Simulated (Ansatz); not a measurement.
As (model structure, from the bcc type, Im-3m, No. 229) was calculated with PBE+SOC (PAW; Ansatz, an electronic-structure program).

The input as run:

Ansatz 0.2 input:
```yaml
crystal:
  lattice:
    - [-1.6564872642, 1.6564872642, 1.6564872642]
    - [1.6564872642, -1.6564872642, 1.6564872642]
    - [1.6564872642, 1.6564872642, -1.6564872642]
  atoms:
    - { symbol: As, position: [0.0, 0.0, 0.0] }
basis:
  ecutwfc: 520
  ecutrho_ratio: 4
  xc_grid: 2
kpoints:
  mp_grid: { grid: [24, 24, 24] }
hamiltonian:
  xc: pbe
  dispersion: none
  pseudopotentials: { kind: paw }
scf:
  occupations: { method: fermi_dirac, width: 0.05 }
  convergence: { dr2_threshold: 0.0000000001 }
output:
  forces: false
  stress: true
  eigenvalues: true
magnetization:
  noncollinear: true
  spin_orbit: true
```

### Question
How many irreducible k-points, plane waves at Γ does the program set up, and what pressure does the run end with?

### Answer
413 irreducible k-points, 459 plane waves at Γ; P = 4.13 GPa, so the cell is compressed and would expand at this level.

The run printed, among other lines:

```
Crystal: 1 atoms, lattice volume = 18.181 Å³
Basis set: ecut = 520 eV, 459 PW (Γ), exchange–correlation on 48×48×48 points (8 copies of the dense FFT grid, shifted against one another)
Bands: 24, of which v1, the nominal top of the filled ones, is band 15 counted from 1 (14 counted from 0)
Symmetry: 48 space group operations + 48 with time reversal
k-points: 413 of 13824
Initial density: superposition of atomic densities (chi_scale 0.1, normalization cell)
Functional: x = pbe(κ = 0.804, μ = 0.2195149727645171), c = pbe(β = 0.06672455060314922)
SCF 1 converged in 7 iterations: F = -4855.812914 eV  dr2 = 4.13e-12
SCF converged after 7 iterations
Free energy (F): -4855.812914 eV
Internal energy: -4855.808775 eV  (E = F + TS)
E sigma→0 (E₀):  -4855.810844 eV
Fermi energy:    13.265640 eV
--- Stress (GPa, compression-positive) ---
        4.125473       0.000000       0.000000
       -0.000000       4.125473       0.000000
       -0.000000       0.000000       4.125473
  P = ⅓ Tr σ = 4.1255 GPa (41.255 kbar)
```

Note: the cell keeps the symmetry of its start, so it can be a saddle point. Note: cell and atoms aren't relaxed at this level (pressure 4.1 GPa).

It cost roughly 23 core-seconds of CPU time.

A model structure was made by putting elements into a prototype or built by hand; it is no filed structure, need not be a known phase, and can be a saddle point held by its symmetry.
